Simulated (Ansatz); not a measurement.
# What pressure 2.1 GPa does to SiC

The reference is SiC in the zinc blende structure (space group F-43m, No. 216; a = 4.356 Å).

Modification: a hydrostatic pressure of 2.1 GPa.

Calculations: r2SCAN/PAW in Ansatz (a quantum-chemistry and plane-wave program), without spin-orbit coupling. k-mesh 13×13×13 (Γ-centred); smearing 0.05 eV (Fermi–Dirac).

| quantity | base | changed | shift |
|---|---|---|---|
| volume per atom | 10.33 Å³ | 10.24 Å³ | -0.09 Å³ |
| density | 3.22 g/cm³ | 3.25 g/cm³ | +0.03 g/cm³ |
| lattice parameter a | 4.356 Å | 4.343 Å | -0.013 Å |
| shortest interatomic distance | 1.886 Å | 1.881 Å | -0.0057 Å |
| band gap | 1.71 eV | 1.71 eV | -0.006 eV |
| gap character | indirect, Γ → X | indirect, Γ → X | – |
| smallest direct gap | 5.05 eV | 5.06 eV | +0.01 eV |
| width of the top valence band | 4.81 eV | 4.85 eV | +0.034 eV |
| electron mass | 0.64 mₑ along k, 0.23 mₑ across (at X) | 0.64 mₑ along k, 0.23 mₑ across (at X) | – |
| hole mass (degenerate bands, along [100]) | 0.35, 0.57, 0.57 mₑ (at Γ) | 0.36, 0.57, 0.57 mₑ (at Γ) | – |

Final structure:

```
SiC
1.0
    0.00000     2.17157     2.17157
    2.17157     0.00000     2.17157
    2.17157     2.17157     0.00000
Si C
1 1
Direct
  0.00000   0.00000   0.00000
  0.25000   0.25000   0.25000
```

Load acts through the strain it causes; cell and atoms are relaxed under it. Masses are band curvatures over ±0.01 Å⁻¹ around the edge. Along k means along the line from Γ to the band edge. No phonon test of stability was made.
